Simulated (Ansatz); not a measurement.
Consider a (9,9) blue phosphorus nanotube.

Levels: PBE (plane waves to 420 eV, PAW; Ansatz, a first-principles code); r2SCAN (plane waves to 500 eV, PAW; Ansatz); HSE06 in Ansatz. Unmarked values and the geometry are of the first. Mesh 1×1×10. No spin polarisation. One-dimensional cell, images about 11 Å apart. A hypothetical model, rolled from the flat sheet. Only distortions within the start's symmetry and period were free. HSE06 ran on a 1×1×6 mesh and at PBE's edge points. Buckling under compression is shut out by symmetry and the short period.

Problem. What do the calculations give?

Solution. 
| Quantity | Value |
|---|---|
| period along the axis (36 atoms) | 3.284 Å |
| mean diameter | 16.37 Å |
| radii of the innermost and outermost atoms | 7.56 and 8.81 Å |
| energy over the flat sheet | +26 meV/atom |
| PBE gap | 1.89 eV, indirect, from k = 0.125 × 2π/c to Γ |
| electron mass along the axis (PBE) | 0.14 mₑ |
| hole mass along the axis (PBE) | 2.1 mₑ |
| valence and conduction edges under the vacuum level (PBE) | 5.93 and 4.03 eV |
| r2SCAN gap at this geometry | 2.18 eV |
| HSE06 gap at this geometry | 2.70 eV |
| axial stiffness dF/dε | 371 nN |
